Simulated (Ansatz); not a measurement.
The reference is Ti in the hcp (Mg type) structure (space group P6_3/mmc, No. 194; relaxed with 0.1 eV smearing).

```yaml
crystal:
  lattice:
    - [2.86439, 0.00000, 0.00000]
    - [-1.43219, 2.48063, 0.00000]
    - [0.00000, 0.00000, 4.53728]
  atoms:
    - { symbol: Ti, position: [0.66667, 0.33333, 0.75000] }
    - { symbol: Ti, position: [0.33333, 0.66667, 0.25000] }
```

Cartesian axes are those of the cell as printed.

Level of theory: LDA (Ansatz, a quantum-chemistry and plane-wave program), scalar-relativistic without spin-orbit coupling.

Strains are applied to the cell and any free atomic positions relax.

One change was made to it. Results:

```json
[
 {"quantity": "largest internal atomic displacement", "base": "–", "after": "0.012 Å"},
 {"quantity": "energy relative to the base (free energy F)", "base": "0 meV/atom", "after": "+0.8 meV/atom"},
 {"quantity": "shortest interatomic distance", "base": "2.807 Å", "after": "2.808 Å"}
]
```

Problem. What was done to the base?
(A) uniaxial strain ε_xx = +1.00 %
(B) uniaxial strain ε_xx = +2.50 %
(C) uniaxial strain ε_xx = −2.50 %

Solution. A, uniaxial strain ε_xx = +1.00 %. For comparison, the energy relative to the base in the other runs: uniaxial strain ε_xx = +2.50 % gives +5.0 meV/atom; uniaxial strain ε_xx = −2.50 % gives +5.5 meV/atom.

Stability against distortions was not tested. All final runs are without spin polarisation.
